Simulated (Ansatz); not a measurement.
Consider a periodic stack without vacuum, rock-salt TiN (1 1 0) on polar orthorhombic HfO2 (1 1 0), 1 La on Ti sites at each interface (film strained to the substrate, started from cuts of the bulks and a machine-learned relaxation; slabs Hf12O26 and N18Ti16La2, which can lie off the formulas): substrate slab Hf12O26, film N18Ti16La2, surface cells [[0, 1], [-1, 0]] and [[-1, 2], [-1, -1]], film strained by -1.9 and -0.4 %, outermost planes O/O and NTi/NTi as cut, which need not be the usual terminations and can put a slab off its formula. Its start:

```
CELL_PARAMETERS angstrom
      7.32944     0.00000     0.01041
      0.00000     5.10122     0.06058
      0.03294     0.27489    23.74543
ATOMIC_POSITIONS crystal
  Hf 0.89139 0.33937 0.09783
  Hf 0.58823 0.82462 0.18060
  Hf 0.07406 0.83228 0.17154
  Hf 0.36641 0.36177 0.09950
  O  0.44030 0.18137 0.16819
  O  0.87357 0.58541 0.02719
  O  0.51016 0.69964 0.10132
  O  0.62713 0.21876 0.06734
  O  0.82849 0.58645 0.16133
  O  0.82037 0.08004 0.17092
  O  0.11150 0.09316 0.09997
  O  0.13328 0.57291 0.10817
  Hf 0.35958 0.31970 0.24933
  Hf 0.06153 0.81071 0.33276
  Hf 0.55223 0.80391 0.32616
  Hf 0.85199 0.32082 0.24432
  O  0.91581 0.16331 0.32037
  O  0.32366 0.67757 0.19938
  O  0.99441 0.67538 0.25448
  O  0.11662 0.18119 0.22117
  O  0.31175 0.56447 0.31583
  O  0.30237 0.06086 0.32457
  O  0.59511 0.06723 0.25865
  O  0.61493 0.56410 0.25153
  Hf 0.84169 0.31498 0.40743
  Hf 0.55053 0.86675 0.46717
  Hf 0.02317 0.81162 0.48072
  Hf 0.31900 0.30658 0.39649
  O  0.39278 0.17845 0.47170
  O  0.79976 0.65466 0.35181
  O  0.48047 0.63729 0.40462
  O  0.59896 0.11314 0.38496
  O  0.80166 0.58148 0.47152
  O  0.79796 0.06686 0.47777
  O  0.07596 0.05605 0.41278
  O  0.09384 0.55628 0.40666
  O  0.30620 0.70960 0.50525
  O  0.03699 0.91872 0.56502
  N  0.47421 0.07495 0.63930
  N  0.78990 0.70722 0.64385
  N  0.11580 0.35156 0.64138
  N  0.12875 0.86883 0.69699
  N  0.46658 0.53531 0.70009
  N  0.79906 0.20019 0.70164
  N  0.13158 0.36479 0.76476
  N  0.46196 0.03068 0.76534
  N  0.79583 0.69920 0.76593
  N  0.79526 0.19111 0.82870
  N  0.13185 0.85630 0.82768
  N  0.46438 0.52630 0.82889
  N  0.79682 0.68281 0.89532
  N  0.12802 0.35367 0.89210
  N  0.46019 0.02074 0.89448
  N  0.44980 0.48800 0.95586
  N  0.80706 0.19047 0.95024
  N  0.13220 0.84756 0.95046
  Ti 0.29484 0.20164 0.69755
  Ti 0.62529 0.87270 0.70105
  Ti 0.97043 0.53564 0.70006
  La 0.30661 0.70109 0.59970
  Ti 0.64268 0.37605 0.64759
  Ti 0.96267 0.02456 0.63708
  Ti 0.96267 0.52617 0.82770
  Ti 0.29665 0.19224 0.82620
  Ti 0.62973 0.85856 0.83080
  Ti 0.96524 0.02862 0.76531
  Ti 0.29685 0.69828 0.76311
  Ti 0.63046 0.36478 0.76783
  La 0.62181 0.85759 0.00599
  Ti 0.95831 0.52399 0.95327
  Ti 0.28507 0.17747 0.94640
  Ti 0.62882 0.35294 0.89758
  Ti 0.95611 0.01635 0.89308
  Ti 0.30247 0.68379 0.89423
```

The start was prepared with a machine-learned potential, and the result is one local minimum, with the in-plane cell held and forces under 0.04 eV/Å; the film can end far from its bulk form.

The numbers are results of PBE (plane waves to 420 eV, PAW; Ansatz, a first-principles code), not measurements. Spin–orbit coupling is left out; the runs are not spin-polarised; PBE gaps are too small against experiment. Its k-point mesh 4×5×1, Fermi–Dirac width 0.05 eV.

Problem. Predict the relaxed interface.

Solution. 
- interface area: 37.4 Å²
- period: 23.73 Å
- heights between the nearest atoms of the two slabs at the two interfaces: 0.70 and 0.54 Å
- Hf–La contacts across the interfaces within 1.22 times the sum of covalent radii: 7, mean 3.87 Å
- La–O contacts across the interfaces within 1.22 times the sum of covalent radii: 5, mean 2.38 Å
- Hf–Ti contacts across the interfaces within 1.22 times the sum of covalent radii: 3, mean 3.71 Å
- O–Ti contacts across the interfaces within 1.22 times the sum of covalent radii: 2, mean 1.91 Å
